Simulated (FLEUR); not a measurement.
FLEUR run on La3Mg (I4/mmm, 4 atoms in the cell): self-consistent single point.

Method of the run: LDA (Perdew-Zunger), all-electron FLAPW (FLEUR), scalar-relativistic valence.

```
La3Mg
1.0
   -2.52641     2.52641     5.22940
    2.52641    -2.52641     5.22940
    2.52641     2.52641    -5.22940
La Mg
3 1
Direct
  0.50000   0.50000   0.00000
  0.25000   0.75000   0.50000
  0.75000   0.25000   0.50000
  0.00000   0.00000   0.00000
```

Reference input (self-consistent single point, DFT, LDA (Perdew-Zunger), all-electron FLAPW (FLEUR), scalar-relativistic valence): Kmax = 3.8 1/bohr; GmaxXC = 13.3 1/bohr; xcFunctional = pz; jspins = 1; l_soc = F; mode = gauss; fermiSmearingEnergy = 0.00499791 Htr; mesh (inpgen div1-3) = 6 6 6; inpgen gamma flag = true; Gmax = 13.3 1/bohr; numbands = 0; maxIterBroyd = 25. This run's input differs from it in these lines:

```diff
@@ -17,3 +17,3 @@
 &exco xctyp='pz' /
-&kpt div1=6 div2=6 div3=6 gamma=t /
+&kpt div1=5 div2=5 div3=5 /
 &end /
```

Output, abridged:

```
 Iteration:     1   Distance:       3.97430567 me/bohr^3
 Iteration:     2   Distance:       3.69173593 me/bohr^3
 Iteration:     3   Distance:       2.19134725 me/bohr^3
 Iteration:     4   Distance:       1.13905097 me/bohr^3
 Iteration:     5   Distance:       0.65050408 me/bohr^3
   [... 8 lines left out ...]
 Iteration:    14   Distance:       0.00037569 me/bohr^3
 Iteration:    15   Distance:       0.00003419 me/bohr^3
 Iteration:    16   Distance:       0.00001021 me/bohr^3
 Iteration:    17   Distance:       0.00000479 me/bohr^3
 Run finished successfully
 Stop message:
   Structural relaxation: Done

[file out, last iteration]
             iter=     18
[...]
          total density-effective poten   -4.3270230736E+04
          total charge density-energy d   -6.0864827374E+02
 Updated energy parameters for spin:           1
[...]
 fermi energy and band-weighting factors:
    0.387684

[...]
FERMIE:
          first approx. to ef    (T=0)  :   0.322640 htr   (energy of the highest occ. eigenvalue)
          number of occ. states  (T=0)  :        391
          first approx. to seigv (T=0)  : -19.382342 htr
          sum of weights of occ. states :  21.520000
          sum of semicore charge        :   0.000000 e
          fermi energy=   0.32303 har   work function=  -8.79020 ev
          number of valence electrons=  43.00000
   [... lines left out ...]
          total moment                 =     0.00000
 Direct bandgap for spin            1 :    2.8638022974017963E-003  Htr
 ---->    free energy=                    -25673.3254572547 htr
   [... lines left out ...]
 TOTAL FORCE FOR ATOM TYPE=  1  X=  0.000   Y=  0.000   Z=  9.882
                       FX_TOT= 0.000000 FY_TOT= 0.000000 FZ_TOT= 0.000000
 TOTAL FORCE FOR ATOM TYPE=  2  X=  0.000   Y=  4.774   Z= -4.941
                       FX_TOT= 0.000000 FY_TOT= 0.000000 FZ_TOT= 0.000000
 TOTAL FORCE FOR ATOM TYPE=  3  X=  0.000   Y=  0.000   Z=  0.000
                       FX_TOT= 0.000000 FY_TOT= 0.000000 FZ_TOT= 0.000000
 Structural relaxation: Done
```

The run converged in 17 iterations. FLEUR gives forces in its relaxation mode, with a further iteration, so its stop message speaks of a relaxation. Against the reference run the total energy rises by 6.2 meV/atom.

The starting cell comes from a database of computed structures (which also holds hypothetical and non-ambient phases and stackings), without a prior relaxation at this level. Values depend on the basis (sphere radii, cutoffs, local orbitals), which need not be converged. The log's line on a gap gives a spacing of levels on this mesh, which the program prints for metals too.

Cost on one core of a shared machine: roughly 3 min.
